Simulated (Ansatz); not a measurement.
Reference: Cu$_{2}$Sb (P4/nmm), PBEsol, DFPT electron-phonon coupling, linearised Boltzmann equation (plane waves, PAW, scalar-relativistic; Ansatz, an electronic-structure program); geometry: relaxed with this functional, without spin-orbit coupling.

Space group P4/nmm, origin choice 1 (No. 129); a = b = 3.9639 Å, c = 6.0229 Å, α = β = γ = 90.00°

| atom | site | symmetry | x | y | z |
|---|---|---|---|---|---|
| Cu | 2a | -4m2 | 0.0000 | 0.0000 | 0.0000 |
| Cu | 2c | 4mm | 0.5000 | 0.0000 | 0.2632 |
| Sb | 2c | 4mm | 0.0000 | 0.5000 | 0.3027 |

- resistivity at 300 K = 9.3 μΩ·cm
- mean free path at 300 K = 12.9 nm
- electron-phonon coupling λ = 0.32
- logarithmic mean phonon energy = 11.6 meV

**Question.** Replace Sb by As on the same sites and relax. What happens?

**Answer.** Cu2As (P4/nmm): volume per atom 15.8 to 13.7 Å³; resistivity at 300 K rises (9.3 μΩ·cm to 13.4 μΩ·cm); mean free path at 300 K falls (12.9 nm to 8.1 nm); electron-phonon coupling λ rises (0.32 to 0.43); logarithmic mean phonon energy stays about the same (11.6 meV to 10.8 meV).

Moves up to 14 % count as about the same. Metals; harmonic phonons alone scatter; means over directions. The mean free path is weighted by the current that each state carries. Halving the electron mesh moves these values by up to 9 %; q meshes are mostly untested. Some of the runs warned that the eigensolver left states short of its tolerance. Spin-orbit coupling is left out.

Formula and space group known from diffraction (Crystallography Open Database), not checked to be the room-temperature form: Cu2As (P4/nmm), Cu2Sb (P4/nmm).
